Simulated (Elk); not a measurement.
Elk run on TiTe2 (P1, 3 atoms in the cell): self-consistent single point.

Method: PBE, all-electron FP-LAPW, Elk's shipped species files, APW+lo basis with extra local orbitals (Elk 10.2.4).

The change in words: lattice scaled by 0.98. Reference geometry:
```
CELL_PARAMETERS angstrom
      3.82421     0.00000     0.00000
     -1.91210     3.31186     0.00000
      0.00000     0.00000     6.71825
ATOMIC_POSITIONS crystal
  Ti 0.99591 0.00086 0.99983
  Te 0.66878 0.33080 0.74998
  Te 0.33531 0.66834 0.25019
```

Reference input (self-consistent single point, DFT, PBE, all-electron FP-LAPW, Elk's shipped species files, APW+lo basis with extra local orbitals): xctype = 20; rgkmax = 8; stype = 0; swidth = 0.00499791 Ha; ngridk = 6 6 3; tforce = true; gmaxvr = 18 1/bohr; lmaxapw = 10; lmaxo = 8; nxlo = 2; lorbcnd = true; lradstp = 2. This run's input differs from it in these lines:

```diff
@@ -46,8 +46,8 @@
 scale
-  7.226709533
+  7.082175815
 
 avec
-    1.0000000000    0.0000000003    0.0000000000
-   -0.5000000003    0.8660254036    0.0000000000
-    0.0000000000    0.0000000000    1.7567680670
+    1.0000000000   -0.0000000028    0.0000000000
+   -0.4999999976    0.8660254052    0.0000000000
+    0.0000000000    0.0000000000    1.7567679498
```

The program printed (abridged):

```
│ Self-consistent loop started │
│ Loop number : 1 │
 total energy                :     -14461.4448423
│ Loop number : 2 │
 total energy                :     -14461.3094132
RMS change in Kohn-Sham potential (target) :   0.1503030425     (  0.1000000000E-05)
Absolute change in total energy (target)   :   0.1354290712     (  0.1000000000E-03)
│ Loop number : 3 │
 total energy                :     -14461.2659073
RMS change in Kohn-Sham potential (target) :   0.1521393064     (  0.1000000000E-05)
Absolute change in total energy (target)   :   0.7736316426E-01 (  0.1000000000E-03)
│ Loop number : 4 │
   [... lines left out ...]
Absolute change in total energy (target)   :   0.5507093792E-03 (  0.1000000000E-03)
│ Loop number : 16 │
 total energy                :     -14447.7777472
RMS change in Kohn-Sham potential (target) :   0.2217531837E-06 (  0.1000000000E-05)
Absolute change in total energy (target)   :   0.1445872040E-03 (  0.1000000000E-03)
│ Loop number : 17 │
 total energy                :     -14447.7777289
RMS change in Kohn-Sham potential (target) :   0.2236709029E-06 (  0.1000000000E-05)
Absolute change in total energy (target)   :   0.5441801841E-04 (  0.1000000000E-03)
Convergence targets achieved

│ Loop number : 18 │

Energies :
 Fermi                       :     0.249748188062
 total energy                :     -14447.7777314

Density of states at Fermi energy :    34.13122880
 (states/Hartree/unit cell)

Estimated indirect band gap :   0.5389800446E-02
 from k-point     49 to k-point     22
Estimated direct band gap   :   0.1663426402E-01
 at k-point     31

Charges :
 core                        :    82.00000000
 valence                     :    44.00000000
 interstitial                :    5.982400855
 muffin-tins (core leakage)
  species :    1 (Ti)
   atom    1                 :    20.24668489     (  0.1014605289E-08)
  species :    2 (Te)
   atom    1                 :    49.88629988     (  0.5390962676E-03)
   atom    2                 :    49.88461437     (  0.5390043605E-03)
   [... lines left out ...]
   total force               :    -0.00226873    0.00104121   -0.01411125
   total magnitude           :     0.01433033
  atom :    2
   Hellmann-Feynman          :     0.00922199    0.00152361   -0.15889156
   IBS                       :    -0.01055283   -0.00197765    0.17255335
   total force               :    -0.00133084   -0.00045405    0.01366180
   total magnitude           :     0.01373397
```

The run converged in 18 iterations. The count includes the last loop, which Elk runs after its targets are met. Against the reference run the total energy rises by 18.1 meV/atom.

The starting cell comes from a database of computed structures (which also holds hypothetical and non-ambient phases and stackings), without a prior relaxation at this level. Its atoms were displaced at random from the sites of space group no. 164. For this run, on top of that: lattice scaled by 0.98. Spin-orbit coupling is off. Spin polarisation is off, so a magnetic state, if there is one, cannot be reached. Values depend on the basis (sphere radii, cutoffs, local orbitals), which need not be converged. The log's line on a gap gives a spacing of levels on this mesh, which the program prints for metals too.

Cost on one core of a shared machine: roughly 10 min.
